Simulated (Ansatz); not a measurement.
rock-salt TiC (1 1 1) on rock-salt MgO (1 1 1) (film strained to the substrate, started from cuts of the bulks and a machine-learned relaxation; slabs Mg6O5 and C4Ti4, which can lie off the formulas)

A periodic stack without vacuum, rock-salt TiC (1 1 1) on rock-salt MgO (1 1 1) (film strained to the substrate, started from cuts of the bulks and a machine-learned relaxation; slabs Mg6O5 and C4Ti4, which can lie off the formulas): substrate slab Mg6O5, film C4Ti4, surface cells [[0, -1], [1, -1]] and [[-1, 1], [-1, 0]], film strained by -1.8 and -1.8 %, outermost planes Mg/Mg and C/Ti as cut, which need not be the usual terminations and can put a slab off its formula.

The start was prepared with a machine-learned potential, and the result is one local minimum, with the in-plane cell held and forces under 0.04 eV/Å; the film can end far from its bulk form.

Computed with PBE (plane waves to 420 eV, PAW; Ansatz, an electronic-structure program). No spin–orbit coupling; the runs are not spin-polarised; PBE gaps are too small against experiment. Its k-point mesh 12×12×1, Fermi–Dirac width 0.05 eV.

| Property | Value |
|---|---|
| interface area | 7.8 Å² |
| period | 25.19 Å |
| heights between the nearest atoms of the two slabs at the two interfaces | 1.45 and 2.69 Å |
| Mg–Ti contacts across the interfaces within 1.22 times the sum of covalent radii | 6, mean 3.20 Å |
| C–Mg contacts across the interfaces within 1.22 times the sum of covalent radii | 3, mean 2.26 Å |
| estimate of the barrier | withheld, since the two interfaces are unlike |
| slope of the mean potential energy in the substrate | +12.6 MV/cm × e |

```
Mg6Ti4C4O5
1.0
    3.00756     0.00056    -0.03622
    1.50382     2.60497     0.03662
    0.31869     1.19877    25.22131
Mg O C Ti
6 5 4 4
Cartesian
  1.82067   0.67843   1.24092
  3.35643   1.49592   3.73275
  1.88272   2.31379   6.22532
  1.91369   0.52575   8.64619
  3.44878   1.34311  11.10426
  1.97603   2.16108  13.60845
  1.83631   2.39001   2.48963
  1.86634   0.60508   4.90710
  3.40111   1.42160   7.36417
  1.92855   2.23777   9.85777
  1.95981   0.45039  12.27600
  0.48979   1.26262  15.05429
  2.02378   2.07860  17.56151
  3.55853   2.89381  20.10508
  2.08612   3.70730  22.72610
  3.51331   2.97439  16.27944
  0.53630   1.18369  18.84841
  2.07024   1.99972  21.33480
  3.60305   2.81624  23.77057
```
